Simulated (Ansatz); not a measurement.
BN: point defects

Base system: an 8-atom supercell of BN in the zinc blende structure (space group F-43m, No. 216; a = 3.606 Å) at its relaxed geometry.

One neutral defect a cell, atoms relaxed at fixed cell.

All numbers come from PBEsol (Ansatz, an electronic-structure program, PAW, no SOC).

| case | largest displacement of a host atom from its site in the perfect cell | pressure |
|---|---|---|
| perfect supercell | – | 0.0 GPa |
| N vacancy, symmetric start | 0.08 Å | -4.4 GPa |
| B vacancy, symmetric start | 0.10 Å | 3.7 GPa |
| H interstitial (started 1.56 Å from the nearest host atom) | 0.02 Å | 26.1 GPa |

The magnetic state is the one reached from the starting moments; the real material's order can differ, and small cells can't hold many antiferromagnetic ones. The cell is small, so the values are those of an ordered compound at a high defect concentration; dilute-limit values will differ. A case with no gap was solved on a k-mesh chosen for an insulator, which is coarse for it. Defects with a symmetric start kept the site's symmetry and may sit on a saddle; the others started slightly shaken. Seeded moments were not kept for N vacancy.
